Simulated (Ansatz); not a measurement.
The structure below was relaxed with Kohn–Sham DFT with the PBE functional, run in Ansatz (a first-principles code) with PAW and 420 eV plane waves, scalar-relativistic without spin-orbit coupling, earlier PAW set, at pressure 2.1 GPa.

Space group P6₃mc (No. 186); a = b = 3.2059 Å, c = 5.2228 Å, α = β = 90.00°, γ = 120.00°

| atom | site | symmetry | x | y | z |
|---|---|---|---|---|---|
| Ga | 2b | 3m. | 0.6667 | 0.3333 | 0.0009 |
| N | 2b | 3m. | 0.3333 | 0.6667 | 0.1243 |

Task: Write out a cell with all atoms.

Result: 
```cif
data_Ga2N2
_chemical_formula_sum 'Ga2 N2'
_space_group_name_H-M_alt 'P 1'
_space_group_IT_number 1
_cell_length_a 3.20590
_cell_length_b 3.20590
_cell_length_c 5.22280
_cell_angle_alpha 90.000
_cell_angle_beta 90.000
_cell_angle_gamma 120.000
loop_
_space_group_symop_operation_xyz
  'x, y, z'
loop_
_atom_site_label
_atom_site_type_symbol
_atom_site_fract_x
_atom_site_fract_y
_atom_site_fract_z
_atom_site_occupancy
Ga1 Ga 0.66667 0.33333 0.00095 1
Ga2 Ga 0.33333 0.66667 0.50095 1
N1 N 0.66667 0.33333 0.62425 1
N2 N 0.33333 0.66667 0.12425 1
```
This is the conventional cell.

Load acts through the strain it causes; cell and atoms are relaxed under it. Whether these cells are dynamically stable was not tested. Tetrahedral semiconductors of this kind turn to denser phases somewhere between about 1 and 50 GPa; those were not computed, so compressed cells here can lie past the real transition. The cell was made from GaN in the wurtzite structure (space group P6_3mc, No. 186) by this change: pressure 2.1 GPa.
